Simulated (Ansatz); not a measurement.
**RhZn (Pm-3m): band-structure transport figures**

Here is the system:

```xyz
2
Lattice="2.9728 0.0000 0.0000 0.0000 2.9728 0.0000 0.0000 0.0000 2.9728" Properties=species:S:1:pos:R:3 pbc="T T T"
Zn     1.4864     1.4864     1.4864
Rh     0.0000     0.0000     0.0000
```

These are PBEsol, rigid bands (plane waves, PAW, scalar-relativistic; Ansatz, a program for electronic structure) values and carry that method's errors. How the cell was made: cell and atoms relaxed with PBEsol.

The density of states at the Fermi level comes out as 1.12 states/(eV·cell), both spins. The bare Sommerfeld coefficient is 1.32 mJ/(mol of atoms·K²) and the drude plasma energy is 7.2 eV. The root-mean-square Fermi velocity is 6.8e5 m/s and the resistivity times τ is 9.6 ×10⁻²² Ω·m·s.

A metal at this level (no band gap); rigid bands, thermally averaged at 300 K, both spins. Spin-orbit coupling is left out. τ is one relaxation time for all states.

Computed structure, not matched to a measured one here, so possibly hypothetical: RhZn (Pm-3m).
